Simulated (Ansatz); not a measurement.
# B2O3 (model structure, started from the Al2S3 type, Cc, No. 9, 10 atoms in the cell)

Level of theory: r²SCAN+rVV10 in Ansatz (PAW).

Numerical settings: plane-wave cutoff 560 eV, 10×10×8 k mesh (along the axes of the cell as run), Fermi–Dirac smearing 0.01 eV, scalar-relativistic PAW data made under PBE.

Cell (relaxed at this level):

```
B2O3
1.0
    3.93164    -2.23785     0.02759
    3.93164     2.23785     0.02759
   -2.53134     0.00000     4.02897
B O
4 6
Direct
  0.98597   0.18040   0.50651
  0.18040   0.98597   0.00651
  0.68520   0.80414   0.49718
  0.80414   0.68520   0.99718
  0.06022   0.29707   0.88172
  0.29707   0.06022   0.38172
  0.84877   0.89790   0.86209
  0.89790   0.84877   0.36209
  0.45468   0.70262   0.87755
  0.70262   0.45468   0.37755
```

```yaml
band_gap: 8.55 eV (on the SCF k mesh)
```

Note: the relaxation could raise the start's symmetry but not lower it, so the cell can be a saddle point.

Static lattice: no zero-point or thermal effects.

The result took about 30 core-minutes (a rough figure).

A model structure was made by putting elements into a prototype or built by hand; it is no filed structure, need not be a known phase, and can be a saddle point held by its symmetry.

Ansatz is an electronic-structure program.
